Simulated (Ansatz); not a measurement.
## A computed series for ScAl2: element substitutions

The reference is ScAl2 in the cubic Laves (MgCu2 type) structure (space group Fd-3m, No. 227; a = 7.527 Å; a cell from a computed database, its experimental status unchecked).

Each row replaces one element on all its sites; cell and atoms are relaxed.

Method: PBEsol/PAW in Ansatz (a first-principles code), without spin-orbit coupling.

| variant | density | shortest interatomic distance |
|---|---|---|
| base | 3.08 g/cm³ | 2.661 Å |
| Sc → Tl | 6.75 g/cm³ | 2.821 Å |
| Sc → K | 2.16 g/cm³ | 2.935 Å |
| Al → Mg | 2.27 g/cm³ | 2.895 Å |

No phonon test of stability was made. As relaxed here, Al2Tl, KAl2 and Mg2Sc are hypothetical phases, not in the database extracts checked. The final runs are not spin-polarised. ScAl2 and Mg2Sc have a high density of states at the Fermi level and may be magnetic at this level.
